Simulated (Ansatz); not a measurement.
# Converging the k-point mesh: Mg (R3m, 3 atoms in the cell)

```
Mg
1.0
    1.58792     0.91678     7.67678
   -1.58792     0.91678     7.67678
    0.00000    -1.83357     7.67678
Mg
3
Direct
  0.00217   0.00217   0.00217
  0.22193   0.22193   0.22193
  0.77807   0.77807   0.77807
```

Computed with PBEsol, default PAW files made with PBE (plane waves; Ansatz, a program for electronic structure).

Base settings: basis.ecutwfc = 420 eV; kpoints.mp_grid.grid = 12 12 12; hamiltonian.xc = pbesol; hamiltonian.pseudopotentials = {kind: paw} (the program's default PAW files); scf.occupations.method = gaussian; scf.occupations.width = 0.1 eV.

The second cell is the first with its lattice scaled by 0.98.

Only quantities that move along the ladder and can be compared are tabulated.

The count of work is k-points × plane waves × bands × iterations; it is no time. Core times come from one kind of shared machine, to one figure; runs under 30 s give none.

The starting cell comes from a database of computed structures (which also holds hypothetical and non-ambient phases and stackings), without a prior relaxation at this level. Its lattice was rescaled by up to half a per cent. One atom was moved a little off its site on purpose. Ansatz's pressure includes its estimate of the finite-basis (Pulay) stress.

| kpoints.mp_grid.grid | free energy less the last step's (meV/atom) | energy of the compressed cell less the first (meV/atom) | pressure (GPa) | largest difference of a force vector from the last step's (eV/Å) | count of work / last | core time / last (rough) |
|---|---|---|---|---|---|---|
| 2 2 2 | 404.28 | 26.26 | 1.92 | 0.082 | 0.0018 | – |
| 3 3 3 | 159.24 | 17.59 | 0.88 | 0.034 | 0.0027 | – |
| 4 4 4 | -70.68 | 13.24 | 0.36 | 0.040 | 0.0050 | – |
| 5 5 5 | -1.14 | 13.28 | 0.36 | 0.006 | 0.0074 | – |
| 6 6 6 | 31.42 | 13.54 | 0.40 | 0.015 | 0.011 | – |
| 7 7 7 | -2.82 | 14.00 | 0.45 | 0.018 | 0.017 | – |
| 8 8 8 | -8.60 | 13.37 | 0.38 | 0.005 | 0.022 | – |
| 9 9 9 | 4.36 | 13.41 | 0.38 | 0.014 | 0.028 | – |
| 10 10 10 | 3.73 | 13.78 | 0.42 | 0.017 | 0.039 | – |
| 11 11 11 | -3.42 | 13.20 | 0.36 | 0.002 | 0.049 | – |
| 12 12 12 | 0.66 | 13.33 | 0.37 | 0.005 | 0.063 | – |
| 13 13 13 | 2.88 | 13.69 | 0.42 | 0.006 | 0.077 | – |
| 16 16 16 | 1.45 | 13.45 | 0.39 | 0.002 | 0.14 | 0.1 |
| 19 19 19 | 0.70 | 13.41 | 0.38 | 0.002 | 0.22 | 0.2 |
| 23 23 23 | 0.45 | 13.40 | 0.38 | 0.000 | 0.38 | 0.4 |
| 26 26 26 | 0.29 | 13.37 | 0.38 | 0.000 | 0.55 | 0.6 |
| 32 32 32 | 0.00 | 13.37 | 0.38 | 0.000 | 1.0 | 1 |

Coarsest kpoints.mp_grid.grid that holds the energy of the compressed cell less the first within 1 meV/atom of the last step, with all finer ones: 4 4 4, at 0.0050 of the last step's count of work; the step before is off by 4.2 meV/atom.

Coarsest kpoints.mp_grid.grid that holds the free energy within 5 meV/atom of the last step, with all finer ones: 9 9 9, at 0.028 of the last step's count of work; the step before is off by 8.6 meV/atom.

Coarsest kpoints.mp_grid.grid that holds the forces within 0.01 eV/Å of the last step, with all finer ones: 11 11 11, at 0.049 of the last step's count of work; the step before is off by 0.017 eV/Å.

The energy difference between the two cells stays within 1 meV/atom of the last step's from 4 4 4 on, the total only from 19 19 19 on: much of the error is common to both cells and cancels.

Keys are those of Ansatz 0.2.
